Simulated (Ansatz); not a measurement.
Base system: TiO2 in the rutile structure (space group P4_2/mnm, No. 136; a = 4.591 Å, c = 2.939 Å). Axes: x, y, z lie along a, b, c of the conventional cell.

All numbers come from PBEsol (Ansatz, a first-principles code), no SOC.

Base values:

```
Quantity    Value
--------  -------
Band gap  1.87 eV
```

It is then changed as follows: biaxial strain −3.00 %, plane normal [001], relaxed out of plane (Cartesian); in-plane vectors clamped, the third vector and the atoms free.

### Question
Estimate the effect on the band gap.

### Answer
The band gap rises by 0.03 eV (1.87 eV → 1.90 eV).

### Question
Predict the new ratio −ε⊥/ε∥.

### Answer
The ratio −ε⊥/ε∥ comes out as 0.75.

Stability against distortions was not tested. All final runs are without spin polarisation.
